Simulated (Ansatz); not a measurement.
Al vacancy in zinc-blende AlP (start: the Al site; 64-site cell, 2×2×2 shifted sampling), P-rich (Δμ(Al) = -1.26 eV; only phases computed here count, gases as isolated molecules at 0 K). Level of theory: PBE, PAW (plane waves to 420 eV; Ansatz, a quantum-chemistry and plane-wave program). In charge state 0 (moment 3.0 μB) the formation energy is 3.88 eV. The crystal has 2.39 × 10^22 Al sites per cm³.

Question: Estimate the equilibrium concentration at 1100 K in the dilute limit, leaving out vibrational entropy and degeneracy.

Answer: kT = 0.0948 eV; c = N exp(−E_f / kT) = 2.39 × 10^22 × exp(−40.9) ≈ 4 × 10^4 cm^-3. An error of 0.2 eV in E_f moves this by a factor of 8.
